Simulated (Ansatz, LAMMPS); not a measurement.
Si well of 16 atomic layers along [001] in random Si0.7Ge0.3, interfaces one step of a layer

Cell 16.67 × 16.67 × 55.01 Å, Si584Ge136, 720 atoms. Prepared with LAMMPS with Tersoff's 1989 multicomponent potential (SiCGe.tersoff): minimisation. 

Calculation: PBE, support functions at accuracy medium on the grid of 370 eV (norm-conserving potentials; Ansatz, a program for electronic structure).

Basis: localised support functions (accuracy medium) on a full density matrix. k-points: zone centre alone; occupations: Fermi-Dirac, 0.010 eV; spin polarisation not allowed. Scalar-relativistic, no spin-orbit coupling.

```json
{
 "Kohn-Sham gap of the cell on its k-mesh": "0.37 eV",
 "weight_of_the_highest_filled_level_on_the_well": "0.33",
 "weight_of_the_lowest_empty_level_on_the_well": "0.95",
 "coordination (neighbours within 2.860 Å)": "100.0 % 4-fold",
 "Ge-Ge bonds, mean ± spread": "2.471 ± 0.007 Å",
 "Ge-Si bonds, mean ± spread": "2.424 ± 0.008 Å",
 "Si-Si bonds, mean ± spread": "2.383 ± 0.007 Å",
 "bond angles, mean ± spread": "109.5° ± 1.1°",
 "pressure": "-0.93 GPa",
 "cost_of_the_final_run": "around 90 core-minutes (rough), 17 SCF iterations, 15 GiB"
}
```
